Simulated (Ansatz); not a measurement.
The parent structure is BAs in the wurtzite structure (space group P6_3mc, No. 186; a = 3.354 Å, c = 5.554 Å; a cell from a computed database, its experimental status unchecked).

Modification: a hydrostatic pressure of 7.5 GPa.

Levels (all Ansatz, an electronic-structure program, PAW): PBEsol (420 eV, no spin-orbit coupling); PBEsol+SOC (420 eV, spin-orbit coupling included).

The geometry is relaxed with PBEsol.

- PBEsol valence-band top at Γ: 0.00, 0.00, -0.44 eV
- PBEsol smallest direct gap: 2.40 eV
- PBEsol band gap: 0.96 eV

Question: What does PBEsol+SOC give at this geometry for the valence-band top at Γ, smallest direct gap and band gap?

Answer: The valence-band top at Γ (three highest Kramers pairs, from the VBM) goes from 0.00, 0.00, -0.44 eV to 0.00, -0.12, -0.53 eV; the smallest direct gap drops by 0.06 eV (2.40 eV → 2.34 eV); the band gap shrinks by 0.065 eV to 0.90 eV.

Single points use the geometry relaxed with PBEsol. Differences between runs with and without spin-orbit coupling are approximate. Load acts through the strain it causes; cell and atoms are relaxed under it. Whether these cells are dynamically stable was not tested. No other phases were tried under pressure. This is not the structure that BAs has at room temperature and ambient pressure.
